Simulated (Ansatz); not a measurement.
Ag under load (space group Fm-3m), PBEsol, DFPT electron-phonon coupling, linearised Boltzmann equation in Ansatz (an electronic-structure program). Condition of this run: hydrostatic pressure 15 GPa (the target of the relaxation). Phonon-limited resistivity 1.20 μΩ·cm at 300 K, 1.63 μΩ·cm at 400 K, current-weighted mean free path 68 nm, Drude plasma energy 9.60 eV.

Question: What temperature coefficient of resistance follows, and how does it compare with 1/T?

Answer: (ρ₄₀₀ − ρ₃₀₀)/(100 K × ρ₃₀₀) = 3.58×10⁻³ K⁻¹, against 1/T = 3.33×10⁻³ K⁻¹ for a resistivity proportional to T. It lies higher because phonons are still being populated at 300 K; impurities would add a constant and lower it.

Question: Estimate the electronic thermal conductivity at 300 K by the Wiedemann-Franz law (L₀ = 2.44×10⁻⁸ W·Ω/K²).

Answer: L₀T/ρ = 2.44×10⁻⁸ × 300/(1.20×10⁻⁸) = 610 W/(m·K). Inelastic scattering puts the true Lorenz number somewhat under L₀ near and below the Debye temperature.

Question: What Drude relaxation time do resistivity and plasma energy imply?

Answer: ω_p = 1.46e16 s⁻¹, so τ = 1/(ε₀ ω_p² ρ) = 44.2 fs, a damping ħ/τ of 14.9 meV.

A metal at this level (no band gap). Only scattering by harmonic phonons is included (no impurities, grain boundaries, electron-electron scattering or thermal expansion). Spin-orbit coupling is left out. Halving the electron mesh (36x36x36) moves the resistivity by up to 1 % at 300 K, the mean free path by up to 4 %. Smearing 0.20 eV; phonons on a 6x6x6 q mesh, which this run doesn't test.
